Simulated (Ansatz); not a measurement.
An Ansatz (a quantum-chemistry and plane-wave program) input (DFT with r2SCAN, PAW potentials and a 500 eV plane-wave cutoff in Ansatz, no SOC):

Ansatz 0.2 input:
```yaml
crystal:
  lattice:
    - [2.5736474853, 0, 0]
    - [1.2868237427, 2.2288441027, 0]
    - [1.2868237427, -0.7429480342, 2.0754276194]
  atoms:
    - { symbol: B, position: [0, 0, 0] }
    - { symbol: N, position: [0.5, 0.25, 0.75] }
basis: { ecutwfc: 500, ecutrho_ratio: 4, xc_grid: 4, fft_grid_basis: typed }
kpoints: { mp_grid: { grid: [16, 16, 16] } }
hamiltonian:
  xc: r2scan
  dispersion: none
  pseudopotentials: { kind: paw }
scf: { occupations: { method: fermi_dirac, width: 0.05 } }
relax: { f_tol: 0.005, max_steps: 50, cell: { stress_tol: 0.01, fix: [a, b, gamma] } }
output: { forces: true, stress: true }
checkpoint: { write: state.ck, write_every: 1000 }
```

Task: Which symmetry and how many k-points will the program report, and about how many plane waves at Γ?

Result: Space group R3m (ITA 160) with 6 operations, k-points 417 of 4096, and 313 plane waves at Γ.

Task: And the final pressure?

Result: -5.76 GPa (compression positive).

The cells carry an imposed strain or load. Whether these cells are dynamically stable was not tested. The cell was made from BN in the zinc blende structure (space group F-43m, No. 216) by this change: biaxial strain +0.83 %, plane normal [111], relaxed out of plane.
